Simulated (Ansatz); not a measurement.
Rock-salt NaH was calculated with PBE in Ansatz (PAW).

Numerical settings: plane-wave cutoff 520 eV, 8×8×8 k mesh, scalar-relativistic PAW data made under PBE.

Computed at the level's own relaxed cell.

Hill averages of the elastic tensor: K = 23.2 GPa, G = 19.4 GPa. Volume 14.102 Å³/atom, mean atomic mass 11.999 u.

### Question
Work out the density, the sound velocities of a polycrystal and the elastic Debye temperature at this level.

### Answer
ρ = 1.66054 × 11.999/14.102 = 1.413 g/cm³. v_l = √[(K + 4G/3)/ρ] = 5.893 km/s and v_t = √(G/ρ) = 3.705 km/s. The mean follows from 3/v_m³ = 1/v_l³ + 2/v_t³: v_m = 4.079 km/s. Θ_D = (ħ/k_B) v_m (6π²/V)^(1/3) = 76.38 K Å s/km × 4.079 × 1.6133 Å⁻¹ = 503 K, counting all atoms of the cell.

Ansatz is a quantum-chemistry and plane-wave program.
